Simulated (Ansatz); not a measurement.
**fluorite-type NiSi2 (0 0 1) on Si0.75Ge0.25, ordered (0 0 1) (film strained to the substrate, faces as cut)**

A periodic stack without vacuum, fluorite-type NiSi2 (0 0 1) on Si0.75Ge0.25, ordered (0 0 1) (film strained to the substrate, faces as cut): substrate slab Ge6Si16, film Ni8Si16, surface cells [[0, -1], [1, 0]] and [[0, -1], [2, 1]], film strained by +1.6 and +1.6 %, faces GeSi/GeSi and Si/Ni as cut (like faces can put a slab off its formula).

The start was prepared with a machine-learned potential, and the result is one local minimum, with the in-plane cell held and forces under 0.04 eV/Å; the film can end far from its bulk form.

Level of theory: PBE (plane waves to 420 eV, PAW; Ansatz, an electronic-structure program). Scalar-relativistic, without spin–orbit coupling; the runs are not spin-polarised; PBE gaps are too small against experiment. Its k-point mesh 5×5×1, Fermi–Dirac width 0.05 eV.

- interface area = 30.6 Å²
- period = 26.93 Å
- gaps between the outermost planes at the two interfaces = 1.38 and 1.36 Å
- Ge–Si contacts across the interfaces within 1.22 times the sum of covalent radii = 3, mean 2.49 Å
- Si–Si contacts across the interfaces within 1.22 times the sum of covalent radii = 3, mean 2.44 Å
- Ge–Ni contacts across the interfaces within 1.22 times the sum of covalent radii = 2, mean 2.44 Å
- Ni–Si contacts across the interfaces within 1.22 times the sum of covalent radii = 2, mean 2.37 Å
- estimate of the barrier = withheld, since the two interfaces are unlike

```yaml
crystal:
  lattice:
    - [5.53224, 0.00019, 0.09111]
    - [-0.00002, 5.53279, -0.04540]
    - [2.32220, -2.55181, 26.99545]
  atoms:
    - { symbol: Ge, position: [0.90987, 0.09205, 0.12345] }
    - { symbol: Si, position: [0.40951, 0.59239, 0.12419] }
    - { symbol: Ge, position: [0.45963, 0.04203, 0.02342] }
    - { symbol: Si, position: [0.96087, 0.54103, 0.02113] }
    - { symbol: Si, position: [0.18363, 0.32682, 0.07233] }
    - { symbol: Si, position: [0.68679, 0.80634, 0.07234] }
    - { symbol: Ge, position: [0.80738, 0.19535, 0.32919] }
    - { symbol: Si, position: [0.30737, 0.69533, 0.32918] }
    - { symbol: Si, position: [0.63430, 0.37331, 0.17517] }
    - { symbol: Si, position: [0.13408, 0.86291, 0.17517] }
    - { symbol: Ge, position: [0.35858, 0.14384, 0.22660] }
    - { symbol: Si, position: [0.85867, 0.64374, 0.22638] }
    - { symbol: Si, position: [0.08283, 0.42588, 0.27783] }
    - { symbol: Si, position: [0.58325, 0.91327, 0.27784] }
    - { symbol: Ge, position: [0.70449, 0.29859, 0.53482] }
    - { symbol: Si, position: [0.20487, 0.79825, 0.53412] }
    - { symbol: Si, position: [0.53132, 0.47670, 0.38052] }
    - { symbol: Si, position: [0.03225, 0.96540, 0.38053] }
    - { symbol: Ge, position: [0.25594, 0.24701, 0.43211] }
    - { symbol: Si, position: [0.75616, 0.74672, 0.43161] }
    - { symbol: Si, position: [0.97902, 0.52917, 0.48318] }
    - { symbol: Si, position: [0.48176, 0.01615, 0.48318] }
    - { symbol: Ni, position: [0.83043, 0.17039, 0.77923] }
    - { symbol: Ni, position: [0.33146, 0.66908, 0.77921] }
    - { symbol: Ni, position: [0.37893, 0.12188, 0.68417] }
    - { symbol: Ni, position: [0.87951, 0.62301, 0.68419] }
    - { symbol: Ni, position: [0.73812, 0.26897, 0.97050] }
    - { symbol: Ni, position: [0.23332, 0.76291, 0.97049] }
    - { symbol: Ni, position: [0.28243, 0.21780, 0.87563] }
    - { symbol: Ni, position: [0.78338, 0.71904, 0.87566] }
    - { symbol: Si, position: [0.10645, 0.39435, 0.72876] }
    - { symbol: Si, position: [0.60652, 0.89433, 0.72873] }
    - { symbol: Si, position: [0.60711, 0.39446, 0.72778] }
    - { symbol: Si, position: [0.10687, 0.89468, 0.72828] }
    - { symbol: Si, position: [0.42371, 0.57786, 0.58611] }
    - { symbol: Si, position: [0.93381, 0.07078, 0.58610] }
    - { symbol: Si, position: [0.15438, 0.34863, 0.63507] }
    - { symbol: Si, position: [0.65471, 0.84834, 0.63478] }
    - { symbol: Si, position: [0.00796, 0.49361, 0.92598] }
    - { symbol: Si, position: [0.50775, 0.99379, 0.92623] }
    - { symbol: Si, position: [0.50747, 0.49382, 0.92670] }
    - { symbol: Si, position: [0.00722, 0.99409, 0.92714] }
    - { symbol: Si, position: [0.55704, 0.44416, 0.82754] }
    - { symbol: Si, position: [0.05712, 0.94405, 0.82740] }
    - { symbol: Si, position: [0.05668, 0.44411, 0.82754] }
    - { symbol: Si, position: [0.55668, 0.94404, 0.82760] }
```
